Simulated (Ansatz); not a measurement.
Given:

```
MoS2
1.0
    3.15313     0.00000     0.00000
   -1.57656     2.73069     0.00000
    1.57656     0.91023     5.99729
Mo S
1 2
Direct
  0.00049   0.00024   0.99927
  0.15993   0.57997   0.26010
  0.50754   0.75377   0.73869
```

The cell was relaxed by PBE-D3(BJ); by r2SCAN it stands under a pressure of 3.1 GPa.

Transport runs along the normal of the first two printed cell vectors, the (001) plane of the conventional cell.

The gap is the functional's own, uncorrected, and κ follows it; spin-orbit coupling is left out. Mid-gap means the computed energy nearest the middle.

Task: Predict the band gap and the smallest decay constant κ at mid-gap from r2SCAN in Ansatz (a program for electronic structure).

Result: Gap 0.89 eV on a 12×12×12 mesh; κ = 0.208 1/Å, at (0.167, 0.167) of the in-plane reciprocal vectors. At the zone centre the slowest state has κ = 0.35 1/Å.
